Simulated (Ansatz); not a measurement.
Consider CdSe in the wurtzite structure (space group P6_3mc, No. 186; a = 4.3400 Å, c = 7.0780 Å). Axes: x lies along a and z along c of the hexagonal cell.

Calculations: r2SCAN, PAW, 500 eV (Ansatz, a first-principles code; without spin-orbit coupling).

Base values:

| Property | Result |
|---|---|
| Pressure | 0.0 kbar |

One thing is altered: the cell is compressed by 1.12 % along x with no lateral relaxation; the atoms relax in the strained cell.

Question: What does the calculation give for the largest internal atomic displacement after the change?

Answer: The largest internal atomic displacement comes out as 0.016 Å.

Question: How does this affect the pressure?

Answer: The pressure (mean of the normal stresses, compression positive) goes from zero to 5.9 kbar.

Question: How does this affect the hole mass?

Answer: The hole mass comes out as 0.10 mₑ along x, 1.5 mₑ across (at Γ).

The levels and masses belong to the bands next to the band gap. Masses are band curvatures over ±0.01 Å⁻¹ around the edge. Stability against distortions was not tested.
